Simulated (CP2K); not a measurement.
Parameter sweep on Li (Im-3m, 1 atom in the cell)

```
Li
1.0
    3.00951     0.00000     0.00000
   -1.00317     2.83739     0.00000
   -1.00317    -1.41870     2.45725
Li
1
Direct
  0.00000   0.00000   0.00000
```

Base run A: PBE, GPW, DZVP-MOLOPT-SR-GTH basis, GTH-PBE potentials (GTH_POTENTIALS) (CP2K), self-consistent single point.

Its settings: CUTOFF = 400 Ry; REL_CUTOFF = 50 Ry; SMEAR/METHOD = MARZARI_VANDERBILT; SIGMA = 0.272 eV; KPOINTS/SCHEME = MONKHORST-PACK 11 11 11; XC_FUNCTIONAL = PBE; Li/BASIS_SET = DZVP-MOLOPT-SR-GTH-q3; Li/POTENTIAL = GTH-PBE-q3; METHOD = GPW; EPS_DEFAULT = 1e-11; NGRIDS = 4; SCF_GUESS = ATOMIC; EPS_SCF = 1e-07; MAX_SCF = 100; ADDED_MOS = 4; MIXING/METHOD = BROYDEN_MIXING; MIXING/ALPHA = 0.2; MIXING/NBUFFER = 12; MIXING/BETA = 1 1/bohr.

The starting cell comes from a database of computed structures (which also holds hypothetical and non-ambient phases and stackings), without a prior relaxation at this level. Its lattice was rescaled by a random factor within 2.5 % of one. Values carry the incompleteness of an atom-centred basis.

Runs:
- B: XC_FUNCTIONAL: PBE → PADE; Li/POTENTIAL: GTH-PBE-q3 → GTH-PADE-q3 [LDA (Pade form)]
- C: XC_FUNCTIONAL: PBE → PBE:PBESOL [PBEsol]
- D: XC_FUNCTIONAL: PBE → GGA_X_RPBE + GGA_C_PBE [RPBE]
- E: XC_FUNCTIONAL: PBE → PBE:REVPBE [revPBE]
- F: XC_FUNCTIONAL: PBE → BLYP; Li/POTENTIAL: GTH-PBE-q3 → GTH-BLYP-q3 [BLYP]
- G: CUTOFF: 400 Ry → 800 Ry; XC_FUNCTIONAL: PBE → MGGA_X_R2SCAN + MGGA_C_R2SCAN [r2SCAN]
- H: XC_FUNCTIONAL: PBE → GGA_X_WC + GGA_C_PBE [Wu-Cohen GGA]
- I: XC_FUNCTIONAL: PBE → GGA_X_PW91 + GGA_C_PW91 [PW91]
- J: XC_FUNCTIONAL: PBE → GGA_X_RPW86 + PW92; NON_LOCAL/TYPE: default → LMKLL; NON_LOCAL/CUTOFF: default → 100 Ry [vdW-DF2]
- K: XC_FUNCTIONAL: PBE → GGA_X_LV_RPW86 + PW92; NON_LOCAL/TYPE: default → DRSLL; NON_LOCAL/CUTOFF: default → 100 Ry [vdW-DF-cx]

```tsv
run	pressure (GPa)
A	0.00
B	-0.87
C	0.00
D	0.58
E	0.61
F	-0.22
G	0.67
H	0.18
I	0.05
J	-0.69
K	0.78
```

Run E against A: The pressure goes from 0.00 to 0.61 GPa.

Run G against A: The pressure goes from 0.00 to 0.67 GPa.
